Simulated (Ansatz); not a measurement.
Levels about the gap of amorphous Si14Y6Al6O46 (72 atoms in a cell of 986 Å³, 3.07 g/cm³; zone centre alone, so wide bands show as single levels with stretches between that a denser mesh fills), at the geometry that PBE relaxed, where it gives 0.0 GPa on a denser mesh. The participation number counts the atoms over which a state spreads; weights are charges in smoothed Voronoi cells. The levels come from a single point, so bond lengths are those of that geometry. Method of the levels: PBE, scalar-relativistic without spin-orbit coupling (Ansatz, an electronic-structure program). Sampling: the zone centre alone; Fermi-Dirac width 0.02 eV; no spin polarisation. At PBE the levels at the filled edge of the gap are localised (band-tail or defect states), and the nearest spread-out levels lie 4.7 eV apart at the zone centre.

A CHGNet melt-quench gave the starting glass, which DFT then relaxed. O atoms were pushed apart under 1.9 Å during the dynamics, to hinder bonds among them. The hot cell started wider than the set density and was brought back towards it in steps. It is the lowest in DFT energy of 2 quenches. It is a model cell: composition and starting density were chosen by hand, and all elements were melted together. No dispersion term was used. Its density started from a set value of 3.04 and ended at 3.07 g/cm³. The simulated quench (nominally 240 K/ps over its main leg) is rapid and tends to freeze in more defects than a deposited or slowly cooled glass has. A cell of this size samples the disorder only roughly. Volume and shape were free in the relaxation.

```json
[
 {"E - E(highest filled), eV": "-0.47", "filling": "filled", "participation number": "20.7", "largest on": "O, 3 neighbours", "weight O": "0.95", "weight Y": "0.01", "weight Si": "0.02", "weight Al": "0.01"},
 {"E - E(highest filled), eV": "-0.38", "filling": "filled", "participation number": "18.8", "largest on": "O, 2 neighbours", "weight O": "0.95", "weight Y": "0.01", "weight Si": "0.02", "weight Al": "0.02"},
 {"E - E(highest filled), eV": "-0.34", "filling": "filled", "participation number": "8.7", "largest on": "O, 3 neighbours", "weight O": "0.95", "weight Y": "0.01", "weight Si": "0.02", "weight Al": "0.01"},
 {"E - E(highest filled), eV": "-0.26", "filling": "filled", "participation number": "14.3", "largest on": "O, 3 neighbours", "weight O": "0.95", "weight Y": "0.01", "weight Si": "0.02", "weight Al": "0.02"},
 {"E - E(highest filled), eV": "-0.15", "filling": "filled", "participation number": "7.9", "largest on": "O, 3 neighbours", "weight O": "0.96", "weight Y": "0.01", "weight Si": "0.01", "weight Al": "0.01"},
 {"E - E(highest filled), eV": "-0.02", "filling": "filled", "participation number": "8.6", "largest on": "O, 2 neighbours", "weight O": "0.96", "weight Y": "0.01", "weight Si": "0.02", "weight Al": "0.02"},
 {"E - E(highest filled), eV": "0.00", "filling": "filled", "participation number": "5.3", "largest on": "O, 3 neighbours", "weight O": "0.95", "weight Y": "0.01", "weight Si": "0.02", "weight Al": "0.02"},
 {"E - E(highest filled), eV": "4.31", "filling": "empty", "participation number": "54.5", "largest on": "Y, 6 neighbours", "weight O": "0.66", "weight Y": "0.18", "weight Si": "0.11", "weight Al": "0.05"},
 {"E - E(highest filled), eV": "4.79", "filling": "empty", "participation number": "4.5", "largest on": "Y, 6 neighbours", "weight O": "0.33", "weight Y": "0.61", "weight Si": "0.05", "weight Al": "0.00"},
 {"E - E(highest filled), eV": "5.06", "filling": "empty", "participation number": "8.6", "largest on": "Y, 7 neighbours", "weight O": "0.37", "weight Y": "0.59", "weight Si": "0.04", "weight Al": "0.01"},
 {"E - E(highest filled), eV": "5.12", "filling": "empty", "participation number": "5.7", "largest on": "Y, 6 neighbours", "weight O": "0.32", "weight Y": "0.65", "weight Si": "0.03", "weight Al": "0.01"},
 {"E - E(highest filled), eV": "5.21", "filling": "empty", "participation number": "5.5", "largest on": "Y, 6 neighbours", "weight O": "0.32", "weight Y": "0.63", "weight Si": "0.04", "weight Al": "0.01"},
 {"E - E(highest filled), eV": "5.30", "filling": "empty", "participation number": "5.6", "largest on": "Y, 7 neighbours", "weight O": "0.35", "weight Y": "0.60", "weight Si": "0.03", "weight Al": "0.01"},
 {"E - E(highest filled), eV": "5.41", "filling": "empty", "participation number": "5.2", "largest on": "Y, 6 neighbours", "weight O": "0.33", "weight Y": "0.62", "weight Si": "0.04", "weight Al": "0.01"}
]
```

Most localised among these is the empty level at +4.79 eV, on a Y atom, which has 6 neighbours (O 2.06 Å, O 2.24 Å, O 2.25 Å, O 2.45 Å, O 2.92 Å, O 2.97 Å).
